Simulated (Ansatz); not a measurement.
Reference: ZnSe (F-43m), r2SCAN with spin-orbit coupling, rigid bands (plane waves, PAW; Ansatz, an electronic-structure program); axes and stresses refer to this cell.

```yaml
crystal:
  lattice:
    - [0.00000, 2.83265, 2.83265]
    - [2.83265, 0.00000, 2.83265]
    - [2.83265, 2.83265, 0.00000]
  atoms:
    - { symbol: Zn, position: [0.00000, 0.00000, 0.00000] }
    - { symbol: Se, position: [0.75000, 0.75000, 0.75000] }
```

The Seebeck coefficient, n-type 1e19 cm⁻³ is -81 μV/K, the band gap is 1.75 eV and the electron conductivity mass is 0.133 mₑ.

Question: Change: biaxial stress xx = yy = -1 GPa (compression positive). What happens to Seebeck coefficient, n-type 1e19 cm⁻³, band gap, electron conductivity mass?

Answer: Seebeck coefficient, n-type 1e19 cm⁻³ moves little, to -80 μV/K; band gap falls to 1.66 eV; electron conductivity mass moves little, to 0.131 mₑ.

Question: Change: biaxial stress xx = yy = -2 GPa (compression positive). What happens to Seebeck coefficient, n-type 1e19 cm⁻³, band gap, electron conductivity mass?

Answer: Seebeck coefficient, n-type 1e19 cm⁻³ moves little, to -79 μV/K; band gap decreases to 1.57 eV; electron conductivity mass moves little, to 0.129 mₑ.

Question: Change: biaxial stress xx = yy = 1 GPa (compression positive). What happens to Seebeck coefficient, n-type 1e19 cm⁻³, band gap, electron conductivity mass?

Answer: Seebeck coefficient, n-type 1e19 cm⁻³ moves little, to -82 μV/K; band gap moves little, to 1.76 eV; electron conductivity mass moves little, to 0.134 mₑ.

Question: Change: biaxial stress xx = yy = 2 GPa (compression positive). What happens to Seebeck coefficient, n-type 1e19 cm⁻³, band gap, electron conductivity mass?

Answer: Seebeck coefficient, n-type 1e19 cm⁻³ moves little, to -83 μV/K; band gap moves little, to 1.76 eV; electron conductivity mass moves little, to 0.135 mₑ.

Question: Change: uniaxial stress zz = -1 GPa (compression positive). What happens to Seebeck coefficient, n-type 1e19 cm⁻³, band gap, electron conductivity mass?

Answer: Seebeck coefficient, n-type 1e19 cm⁻³ moves little, to -81 μV/K; band gap falls to 1.69 eV; electron conductivity mass moves little, to 0.132 mₑ.

Question: Change: uniaxial stress zz = -2 GPa (compression positive). What happens to Seebeck coefficient, n-type 1e19 cm⁻³, band gap, electron conductivity mass?

Answer: Seebeck coefficient, n-type 1e19 cm⁻³ moves little, to -80 μV/K; band gap drops to 1.63 eV; electron conductivity mass moves little, to 0.131 mₑ.

Masses are for dilute carriers at 300 K, harmonic means over directions unless an axis is named. Seebeck coefficients are for the stated density at 300 K, with one relaxation time for all states and whether or not that doping can be reached. Stresses and pressures are the targets of the relaxation.  The structure type is held under load, also where the real crystal would transform.
